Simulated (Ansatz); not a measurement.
This concerns the formation energy of C_i in Ti (hcp, P6₃/mmc). Reaction: 15 Ti (hcp) + TiC (rock salt) → cell A.

Cell A: a supercell of 16 sites of Ti (hcp, P6₃/mmc) with C off the lattice sites (6 Ti at 2.08 Å); spin state with PBE: run without spin, k-point mesh 9×9×5.
```
CELL_PARAMETERS angstrom
      5.87916     0.00000     0.00000
     -2.93958     5.09150     0.00000
      0.00000     0.00000     9.30730
ATOMIC_POSITIONS crystal
  Ti 0.99981 0.99990 0.99514
  Ti 0.16657 0.33343 0.25486
  Ti 0.99957 0.99979 0.50179
  Ti 0.16645 0.33355 0.74821
  Ti 0.00000 0.50000 0.99098
  Ti 0.16657 0.83314 0.25486
  Ti 0.00000 0.50000 0.50110
  Ti 0.16645 0.83290 0.74821
  Ti 0.50010 0.99990 0.99514
  Ti 0.66686 0.33343 0.25486
  Ti 0.50021 0.99979 0.50179
  Ti 0.66710 0.33355 0.74821
  Ti 0.50010 0.50019 0.99514
  Ti 0.66667 0.83333 0.25902
  Ti 0.50021 0.50043 0.50179
  Ti 0.66667 0.83333 0.74890
  C  0.33333 0.16667 0.12500
```

Reference: Ti (hcp, P6₃/mmc), 16 atoms in the cell, a perfect crystal on lattice vectors that match the other cells'; spin state with PBE: run without spin, k-point mesh 9×9×5 on the run's own vectors.

Reference: TiC (rock salt, Fm-3m), 2 atoms in the cell; spin state with PBE: run without spin, k-point mesh 14×14×14 on the run's own vectors. Conventional cell: a = 4.333 Å, b = 4.333 Å, c = 4.333 Å, α = 90.00°, β = 90.00°, γ = 90.00°.

All numbers come from Ansatz (a quantum-chemistry and plane-wave program), plane waves with PAW, its PAW set soft_1, cutoff 420 eV, 500 eV for r2SCAN. The structures are at rest with PBE, within the held lattices; other levels are single points on them. Neutral cells; Fermi-Dirac smearing of at most 0.10 eV in the solids, energies taken to zero width. The lattices are those relaxed with PBE, so at other levels the solids can be strained, which adds to the spread. A dispersion term (D3(BJ), or D4 for r2SCAN) was computed beside these levels and is taken off wherever the name lacks it. Static lattices, no vibrational contributions. No structure search was made; lower ones may exist. Values are for these cell sizes. The cell is small for its defects, so this is an ordered compound on the host's lattice rather than an isolated defect. Cell A has symmetry P-3m1 and got no random move, so less symmetric positions, which may lie lower, weren't tried.

Problem. Give the value at the level r2SCAN.

Solution. 0.07 eV, for 15 Ti (hcp) + TiC (rock salt) → cell A.

Problem. What do the other levels give, and how wide is the spread?

Solution. 
```csv
Functional,value (eV),less r2SCAN
PBE,0.10,0.03
```

The levels span only 0.03 eV, too little to tell them apart.
